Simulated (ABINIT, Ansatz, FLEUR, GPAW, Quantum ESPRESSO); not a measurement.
# One structure in several programs: LaSi3Os (I4mm, 5 atoms in the cell)

Self-consistent single point, at a second geometry (lattice scaled by 0.98). First geometry:

```
CELL_PARAMETERS angstrom
     -2.14294     2.14294     4.98994
      2.14294    -2.14294     4.98994
      2.14294     2.14294    -4.98994
ATOMIC_POSITIONS crystal
  La 0.99856 0.99856 0.00000
  Si 0.41925 0.41925 0.00000
  Si 0.26042 0.76042 0.50000
  Si 0.76042 0.26042 0.50000
  Os 0.65535 0.65535 0.00000
```

Shared settings, as Ansatz (a program for electronic structure) writes them: kpoints.mp_grid.grid = 8 8 8; scf.occupations.method = gaussian; scf.occupations.width = 0.1 eV. Potentials and cutoffs stand in the table.

```csv
code,model,ΔF from the first geometry (meV/atom),pressure (GPa),largest force (eV/Å),cutoff
Ansatz,"LDA (PW92), PAW files made with PBE",-5.5,3.84,0.297,420 eV
FLEUR,"LDA (Vosko-Wilk-Nusair), all-electron FLAPW (FLEUR), scalar-relativistic valence",–,–,0.330,Kmax 4 1/bohr
GPAW,"LDA (Perdew-Wang 92), GPAW PAW datasets LDA (gpaw-data 1.0.1)",-4.2,4.10,0.271,800 eV
ABINIT,"LDA (PW92), PAW (JTH v2.0 LDA PAW)",-3.9,4.14,0.309,707 eV
Quantum ESPRESSO,"LDA (PZ), GBRV 1.5 ultrasoft (LDA) pseudopotentials",-5.0,3.90,0.296,40 Ry
```

Size of the force on each atom (eV/Å): Sizes of forces hide their directions.

```csv
code,La1,Si2,Si3,Si4,Os5
Ansatz,0.011,0.297,0.253,0.253,0.220
FLEUR,0.016,0.330,0.268,0.268,0.219
GPAW,0.019,0.271,0.235,0.235,0.220
ABINIT,0.019,0.309,0.257,0.257,0.224
Quantum ESPRESSO,0.018,0.296,0.246,0.246,0.214
```

A dash marks a value that a program does not give, or that is left out as unsure.

On Ansatz's run: spin-orbit coupling is off. Spin polarisation is off.

The spread over the programs that give each value: ΔF from the first geometry within 1.6 meV/atom; pressure within 0.30 GPa; largest force within 0.059 eV/Å.

FLEUR treats all electrons, but the usual bases taken here (sphere radii, linearisation, local orbitals, empty states) were not tested for convergence, so the values are no reference for the others. Ansatz's pressure is given at a fixed set of plane waves, as the other plane-wave codes print theirs. The same LDA comes in different parametrisations, which differ slightly.

The starting cell comes from a database of computed structures (which also holds hypothetical and non-ambient phases and stackings), without a prior relaxation at this level. For this run, on top of that: lattice scaled by 0.98.

Keys are those of Ansatz 0.2.
